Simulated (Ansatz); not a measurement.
Start from Cs2AgBiBr6 (space group Fm-3m, No. 225; a = 11.344 Å). Axes: x, y, z lie along the cube axes.

Level of theory: Ansatz (a first-principles code), r2SCAN, PAW, cutoff 500 eV, no SOC, earlier PAW set.

For the base:

The band gap is 1.67 eV.

The change: uniaxial strain ε_zz = −3.52 %, all other strain components held at zero, atoms relaxed at fixed cell.

Task: What does the calculation give for the stress after the change?

Result: The stress (xx, yy, zz, yz, xz, xy; compression positive) is (0.65, 0.65, 1.91, 0.00, 0.00, 0.00) GPa.

Task: How does this affect the energy relative to the base?

Result: The energy goes up by 7.1 meV/atom.

Task: Estimate the effect on the band gap.

Result: The band gap shrinks by 0.218 eV, from 1.67 eV to 1.46 eV.

Spin-orbit coupling, missing from the scalar runs, can matter with Bi. No phonon test of stability was made.
